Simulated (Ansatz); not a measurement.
InAs in the zinc blende structure (space group F-43m, No. 216)

```
CELL_PARAMETERS angstrom
      0.00000     3.09331     3.09331
      3.09331     0.00000     3.09331
      3.09331     3.09331     0.00000
ATOMIC_POSITIONS crystal
  As 0.75000 0.75000 0.75000
  In 0.00000 0.00000 0.00000
```

Method: plane-wave PAW DFT at the PBE level (Ansatz, an electronic-structure program, 420 eV), no spin-orbit coupling, earlier PAW set. k-mesh 9×9×9 (Γ-centred); smearing 0.05 eV (Fermi–Dirac).

```yaml
volume_per_atom: 29.60 Å³
density: 5.32 g/cm³
band_gap: zero
total_energy: -5227.272 eV/atom (σ→0; compares only within this code and set-up)
```

Stability against distortions was not tested. All final runs are without spin polarisation. A zero or small gap of InAs can be the functional's error rather than a property of the material.
